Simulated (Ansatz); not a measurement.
wurtzite SiC (P6_3mc) under biaxial stress in the basal plane

Cell and atoms are relaxed with PBEsol to each stress (compression positive); bands and masses by PBEsol with spin-orbit coupling, rigid bands (plane waves, PAW; Ansatz, a quantum-chemistry and plane-wave program). Strains are changes of length against the unloaded cell.

```yaml
crystal:
  lattice:
    - [3.07595, 0.00000, 0.00000]
    - [-1.53798, 2.66385, 0.00000]
    - [0.00000, 0.00000, 5.04771]
  atoms:
    - { symbol: Si, position: [0.33333, 0.66667, 0.49959] }
    - { symbol: Si, position: [0.66667, 0.33333, 0.99959] }
    - { symbol: C, position: [0.33333, 0.66667, 0.87541] }
    - { symbol: C, position: [0.66667, 0.33333, 0.37541] }
```

```tsv
stress (GPa)	strain c (%)	strain basal x (%)	gap (eV)	mₑ* c	mₑ* basal x	mₕ* c	mₕ* basal x
-2.00	-0.07	0.34	2.163	0.26	0.44	1.41	1.27
-1.00	-0.03	0.17	2.141	0.26	0.44	1.46	1.23
0	0	0	2.119	0.26	0.43	1.49	1.20
1.00	0.04	-0.17	2.100	0.26	0.43	1.51	1.18
2.00	0.07	-0.33	2.078	0.26	0.43	1.53	1.16
```

c is the normal of the loaded plane; basal y strains as basal x. Masses are conductivity masses at 300 K in electron masses.

### Question
From the two loads next to zero, find the biaxial modulus and the ratio of out-of-plane to in-plane strain.

### Answer
Between -1.00 and 1.00 GPa the strain along basal x changes by -0.34 % and that along c by 0.07 %. The modulus is 2.00/0.0034 = 590 GPa and the ratio of the strains 0.21 (PBEsol, atoms relaxed).

### Question
How fast does the gap move on either side of zero load?

### Answer
Under tension, (2.163 − 2.119) eV over -2.00 GPa = -22 meV/GPa, or about 13 eV per unit strain; under compression, (2.078 − 2.119) eV over 2.00 GPa = -21 meV/GPa, or about 12 eV per unit strain. The two slopes part by 1 meV/GPa; gaps are resolved to about 0.01 eV, which allows 10 meV/GPa, so these rows don't tell them apart.

Masses are those of dilute carriers in rigid bands with one relaxation time, without polarons. Third decimals of gaps are kept for the arithmetic. Every relaxation keeps the wurtzite phase (space group P6_3mc under this load), so a transition, a distortion that breaks the symmetry or fracture can't show.
